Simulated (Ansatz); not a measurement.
An Ansatz (a quantum-chemistry and plane-wave program) input (Kohn–Sham DFT with the PBE functional, run in Ansatz with PAW and 420 eV plane waves, no spin-orbit coupling):

Ansatz 0.2 input:
```yaml
crystal:
  lattice:
    - [3.9969186049, 0, 0]
    - [0, 4.8223279979, 0]
    - [0, 0, 8.0411629532]
  atoms:
    - { symbol: K, position: [0, 0, 0.2879247207] }
    - { symbol: K, position: [0, 0, 0.7120752793] }
    - { symbol: Nb, position: [0.5, 0.5, 0.5] }
    - { symbol: Nb, position: [0.5, 0.5, 0] }
    - { symbol: O, position: [0.5, 0, 0.5] }
    - { symbol: Se, position: [0.5, 0, 0] }
    - { symbol: O, position: [0.5, 0.5, 0.2557792529] }
    - { symbol: O, position: [0.5, 0.5, 0.7442207471] }
    - { symbol: O, position: [0, 0.5, 0.5] }
    - { symbol: O, position: [0, 0.5, 0] }
basis: { ecutwfc: 420, ecutrho_ratio: 4, xc_grid: 2, fft_grid_basis: typed }
kpoints: { mp_grid: { grid: [8, 7, 4] } }
hamiltonian:
  xc: pbe
  dispersion: none
  pseudopotentials: { kind: paw }
scf: { occupations: { method: fermi_dirac, width: 0.05 }, convergence: { dr2_threshold: 0.000000001 } }
output: { forces: true, stress: true }
checkpoint: { write: state.ck, write_every: 1000 }
```

Task: Which symmetry and how many k-points will the program report, and about how many plane waves at Γ?

Result: Space group Pmmm (ITA 47) with 8 operations, k-points 60 of 224, and 3011 plane waves at Γ.

Each cell is one ordered arrangement of few atoms, which overstates ordering effects compared with a random alloy. Stability against distortions was not tested. The cell was made from KNbO3 by this change: x(Se) = 0.167, 10 atoms, Pmmm. Many cubic perovskites are stable only at high temperature; tilts and polar distortions were not tested. Under x(Se) = 0.167, 10 atoms, Pmmm the cell changed shape so far that it is another structure.
